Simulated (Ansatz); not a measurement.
Take Hf in the hcp (Mg type) structure (space group P6_3/mmc, No. 194; a = 3.117 Å, c = 4.950 Å; relaxed with 0.1 eV smearing) as the base. Axes: x lies along a and z along c of the hexagonal cell.

Method: LDA (Ansatz, an electronic-structure program), no spin-orbit coupling.

Now apply this change: the cell is compressed by 2.00 % along x with no lateral relaxation; the atoms relax in the strained cell.

Question: Predict the stress tensor and what it implies for the stiffness.

Answer: Stress of the strained cell less that of the base (GPa, compression positive):
```
    4.0     0.0     0.0
    0.0     1.7     0.0
    0.0     0.0     1.7
```

Then −Δσ_ii/ε with ε = -0.0200 gives secant stiffness values (nonlinear terms included at this strain): C11 ≈ 198 GPa, C12 ≈ 87 GPa and C13 ≈ 83 GPa.

As a check, the harmonic strain energy −½ V₀ Δσ:ε is 5.2 meV/atom; the computed energy rise is 5.0 meV/atom.

No phonon test of stability was made. The final runs are not spin-polarised.
